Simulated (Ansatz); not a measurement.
Results of r²SCAN (Ansatz, a program for electronic structure, plane waves, PAW) for MgO (R-3m, No. 166, 16 atoms in the cell; start mp-1180973; a measured phase of this formula has another space group).

Run with plane-wave cutoff 560 eV, 14×14×14 k mesh, Fermi–Dirac smearing 0.01 eV, scalar-relativistic PAW data made under PBE.

Cell (relaxed at this level):

```xyz
16
Lattice="1.4803 0.8547 19.7471 -1.4803 0.8547 19.7471 0.0000 -1.7094 19.7471" Properties=species:S:1:pos:R:3 pbc="T T T"
Mg     0.0000     0.0000    22.2532
Mg     0.0000     0.0000    36.9882
Mg     0.0000     0.0000    46.9371
Mg     0.0000     0.0000    12.3043
Mg     0.0000     0.0000    54.2290
Mg     0.0000     0.0000     5.0124
Mg     0.0000     0.0000    29.6207
Mg     0.0000     0.0000     0.0000
O      0.0000     0.0000     8.6582
O      0.0000     0.0000    50.5831
O      0.0000     0.0000    25.9748
O      0.0000     0.0000    33.2665
O      0.0000     0.0000    18.5352
O      0.0000     0.0000    40.7061
O      0.0000     0.0000    15.9466
O      0.0000     0.0000    43.2947
```

**Question.** What does this level give for the band gap?

**Answer.** 
- band gap = 4.99 eV (on the SCF k mesh)

Note: the relaxation could not lower the start's symmetry, so the cell can be a saddle point above a distorted one.

Static lattice: no zero-point or thermal effects.

The result took about 30 core-minutes (a rough figure).

A start named mp-… is a Materials Project structure, which need not be a measured phase.
